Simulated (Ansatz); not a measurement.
The reference is HfN in the rock salt structure (space group Fm-3m, No. 225; a = 4.5018 Å; relaxed with 0.1 eV smearing). Axes: x, y, z lie along the cube axes.

Calculations: PBEsol (Ansatz, a first-principles code; PAW; 420 eV plane waves; no SOC).

Strains are applied to the cell and any free atomic positions relax; under biaxial strain the out-of-plane vector relaxes too.

One change was made to it. Results:

| quantity | base | after |
|---|---|---|
| pressure (mean of the normal stresses, compression positive) | 0.0 GPa | -2.3 GPa |
| energy relative to the base (free energy F) | 0 meV/atom | +1.2 meV/atom |
| volume per atom | 11.40 Å³ | 11.50 Å³ |

### Question
Which change produced these results?
(A) biaxial strain +1.00 %, plane normal [001], relaxed out of plane
(B) biaxial strain −2.50 %, plane normal [001], relaxed out of plane
(C) biaxial strain +0.50 %, plane normal [001], relaxed out of plane

### Answer
C, biaxial strain +0.50 %, plane normal [001], relaxed out of plane. For comparison, the energy relative to the base in the other runs: biaxial strain +1.00 %, plane normal [001], relaxed out of plane gives +4.8 meV/atom; biaxial strain −2.50 %, plane normal [001], relaxed out of plane gives +34 meV/atom.

Stability against distortions was not tested. All final runs are without spin polarisation. An odd electron count without spin: HfN.
